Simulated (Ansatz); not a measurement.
Start from Ir in the fcc (Cu type) structure (space group Fm-3m, No. 225; relaxed with 0.1 eV smearing).

```xyz
1
Lattice="0.0000 1.9228 1.9228 1.9228 0.0000 1.9228 1.9228 1.9228 0.0000" Properties=species:S:1:pos:R:3 pbc="T T T"
Ir     0.0000     0.0000     0.0000
```

Cartesian axes are those of the cell as printed.

The values are results of r2SCAN (Ansatz, a program for electronic structure), no spin-orbit coupling, earlier PAW set, not measurements.

Strains are applied to the cell and any free atomic positions relax.

One change was made to it. Results:

The pressure (mean of the normal stresses, compression positive) goes from zero to 10.1 GPa; the energy rises by 16 meV/atom.

Problem. Which change produced these results?
A) isotropic strain −1.30 %
B) isotropic strain −1.01 %
C) strain tensor (xx, yy, zz, yz, xz, xy) = (−1.15, −0.75, −0.54, −0.27, −0.32, −0.91) %

Solution. C, strain tensor (xx, yy, zz, yz, xz, xy) = (−1.15, −0.75, −0.54, −0.27, −0.32, −0.91) %. For comparison, the pressure in the other runs: isotropic strain −1.30 % gives 16.4 GPa; isotropic strain −1.01 % gives 12.4 GPa.

Stability against distortions was not tested. All final runs are without spin polarisation.
